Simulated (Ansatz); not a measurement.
## KSrH3 (model structure, started from the KMgH3 type, Pm-3m, No. 221, 5 atoms in the cell)

Calculation: PBE (PAW; Ansatz, a program for electronic structure).

Settings: plane-wave cutoff 520 eV, 8×8×8 k mesh, Fermi–Dirac smearing 0.01 eV, scalar-relativistic PAW data made under PBE.

Cell (relaxed with PBEsol):

```xyz
5
Lattice="4.7194 0.0000 0.0000 0.0000 4.7194 0.0000 0.0000 0.0000 4.7194" Properties=species:S:1:pos:R:3 pbc="T T T"
K      0.0000     0.0000     0.0000
Sr     2.3597     2.3597     2.3597
H      2.3597     0.0000     2.3597
H      0.0000     2.3597     2.3597
H      2.3597     2.3597     0.0000
```

```
Quantity                                      Result
-------------------------------------------  -------
band gap                                     2.70 eV
smallest direct gap on the k points sampled  2.77 eV
Γ–Γ gap                                      7.20 eV
```

Note: the relaxation could raise the start's symmetry but not lower it, so the cell can be a saddle point; cell and atoms aren't relaxed at this level (pressure 0.9 GPa).

Spin–orbit coupling is not included.

The computed numbers hold no vibrational or temperature effects.

The result took roughly 15 core-seconds.

A model structure was made by putting elements into a prototype or built by hand; it is no filed structure, need not be a known phase, and can be a saddle point held by its symmetry.
